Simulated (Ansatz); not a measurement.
HfSi₂ (model structure, started from the AlB2 type, P6/mmm, No. 191, 3 atoms in the cell) was calculated with PBEsol in Ansatz (plane waves, PAW).

Numerical settings: plane-wave cutoff 520 eV, 18×18×12 k mesh (along the axes of the cell as run), Fermi–Dirac smearing 0.05 eV, scalar-relativistic PAW data made under PBE.

Cell (relaxed at this level):

```
CELL_PARAMETERS angstrom
      4.02813     0.00000     0.00000
     -2.01407     3.48846     0.00000
      0.00000     0.00000     3.41616
ATOMIC_POSITIONS crystal
  Hf 0.00000 0.00000 0.00000
  Si 0.33333 0.66667 0.50000
  Si 0.66667 0.33333 0.50000
```

Give the computed bulk modulus.


* **bulk modulus**: 130 GPa

The run finds no gap.

Note: the bulk modulus is −V dP/dV from two relaxed cells at ±2 % in volume; the relaxation could raise the start's symmetry but not lower it, so the cell can be a saddle point.

Spin–orbit coupling is not included; it can open a gap where bands touch, and shift volumes and moduli.

The computed numbers hold no vibrational or temperature effects.

A model structure was made by putting elements into a prototype or built by hand; it is no filed structure, need not be a known phase, and can be a saddle point held by its symmetry.

Ansatz is a program for electronic structure.
